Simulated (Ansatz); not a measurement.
SrGaHO2 (model structure, started from the SrVO2H type, P4/mmm, No. 123, 5 atoms in the cell), treated with HSE06 in Ansatz (PAW).

Numerical settings: plane-wave cutoff 460 eV, 6×6×6 k mesh, Fermi–Dirac smearing 0.01 eV, scalar-relativistic PAW data made under PBE.

Cell (relaxed with PBEsol):

```cif
data_HGaO2Sr
_chemical_formula_sum 'Sr1 Ga1 O2 H1'
_space_group_name_H-M_alt 'P 1'
_space_group_IT_number 1
_cell_length_a 3.93655
_cell_length_b 3.93655
_cell_length_c 3.58103
_cell_angle_alpha 90.000
_cell_angle_beta 90.000
_cell_angle_gamma 90.000
loop_
_space_group_symop_operation_xyz
  'x, y, z'
loop_
_atom_site_label
_atom_site_type_symbol
_atom_site_fract_x
_atom_site_fract_y
_atom_site_fract_z
_atom_site_occupancy
Sr1 Sr 0.50000 0.50000 0.50000 1
Ga1 Ga 0.00000 0.00000 0.00000 1
O1 O 0.50000 0.00000 0.00000 1
O2 O 0.00000 0.50000 0.00000 1
H1 H 0.00000 0.00000 0.50000 1
```

Question: Give the computed band gap and direct gap at Γ.

Answer: 
- band gap: 2.50 eV (on the SCF k mesh)
- direct gap at Γ: 7.34 eV

Note: the relaxation could raise the start's symmetry but not lower it, so the cell can be a saddle point; cell and atoms aren't relaxed at this level (pressure 0.7 GPa).

Spin–orbit coupling is not included.

The computed numbers hold no vibrational or temperature effects.

A model structure was made by putting elements into a prototype or built by hand; it is no filed structure, need not be a known phase, and can be a saddle point held by its symmetry.

Ansatz is an electronic-structure program.
